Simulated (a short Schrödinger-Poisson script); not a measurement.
Structure: symmetric double-gate stack, HfO2 on p-type Si(100), at 300 K.

| layer | material | thickness (nm) | Na (cm⁻³) |
|---|---|---|---|
| 1 | HfO2 | 9 | - |
| 2 | Si | 3 | 4e15 |
| 3 | HfO2 | 9 | - |

Constants are typed, rounded textbook-type inputs, not results; the design itself was drawn at random and stands for no fabricated device. HfO2: permittivity 22, conduction-band edge (eV) 1.55, gap (eV) 5.7, electron mass (mₑ) 0.2. Si: permittivity 11.7, conduction-band edge (eV) 0, gap (eV) 1.124, Nv at 300 K (cm⁻³) 3.1e19.

Channel valleys (confinement mass, in-plane density-of-states mass, number): Δ2 0.916, 0.19, 2; Δ4 0.19, 0.417, 4. At the gates, both at one voltage, the conduction-band edge of layer 1 lies 1.79 eV − eVg above the Fermi level of the channel. Gaps are held at their typed values at every temperature. Mesh 0.03 nm at interfaces.

From a short Schrödinger-Poisson script (our own, NumPy): 1D Poisson equation in equilibrium, electrons quantum, Hartree (BenDaniel-Duke, 12 states a valley, the channel's in-plane mass for all, wave functions ending at the dielectric), parabolic valleys, classical holes, full ionisation, no traps, pinning or gate leakage.

The same stack at other levels of the model or other numerical settings:

```json
[
 {"run": "base", "sheet density of all electrons at Vg = 0.95 V (cm⁻²)": "1.35e13", "sheet density of all electrons at Vg = 0.35 V (cm⁻²)": "1.82e12", "capacitance of both gates at Vg = 0.95 V (μF/cm²)": "3.32", "gate voltage at 1e11 electrons/cm² (V)": "0.19", "rough cost against the base": "about 1"},
 {"run": "electrons treated as classical, Boltzmann", "sheet density of all electrons at Vg = 0.95 V (cm⁻²)": "___", "sheet density of all electrons at Vg = 0.35 V (cm⁻²)": "3.29e12", "capacitance of both gates at Vg = 0.95 V (μF/cm²)": "4.02", "gate voltage at 1e11 electrons/cm² (V)": "0.13", "rough cost against the base": "0.09"},
 {"run": "electrons treated as classical, Fermi-Dirac", "sheet density of all electrons at Vg = 0.95 V (cm⁻²)": "1.68e13", "sheet density of all electrons at Vg = 0.35 V (cm⁻²)": "3.21e12", "capacitance of both gates at Vg = 0.95 V (μF/cm²)": "___", "gate voltage at 1e11 electrons/cm² (V)": "0.13", "rough cost against the base": "0.3"},
 {"run": "mesh six times as coarse", "sheet density of all electrons at Vg = 0.95 V (cm⁻²)": "1.35e13", "sheet density of all electrons at Vg = 0.35 V (cm⁻²)": "1.82e12", "capacitance of both gates at Vg = 0.95 V (μF/cm²)": "3.33", "gate voltage at 1e11 electrons/cm² (V)": "0.19", "rough cost against the base": "0.4"},
 {"run": "one subband a valley", "sheet density of all electrons at Vg = 0.95 V (cm⁻²)": "1.34e13", "sheet density of all electrons at Vg = 0.35 V (cm⁻²)": "1.82e12", "capacitance of both gates at Vg = 0.95 V (μF/cm²)": "___", "gate voltage at 1e11 electrons/cm² (V)": "0.19", "rough cost against the base": "0.6"}
]
```

Problem. What belongs in the gaps?

Solution. 
- electrons treated as classical, Boltzmann, sheet density of all electrons at Vg = 0.95 V (cm⁻²): 1.76e13
- electrons treated as classical, Fermi-Dirac, capacitance of both gates at Vg = 0.95 V (μF/cm²): 3.79
- one subband a valley, capacitance of both gates at Vg = 0.95 V (μF/cm²): 3.25

The classical rows ignore confinement, and Boltzmann statistics overrate the density once the band edge passes the Fermi level.
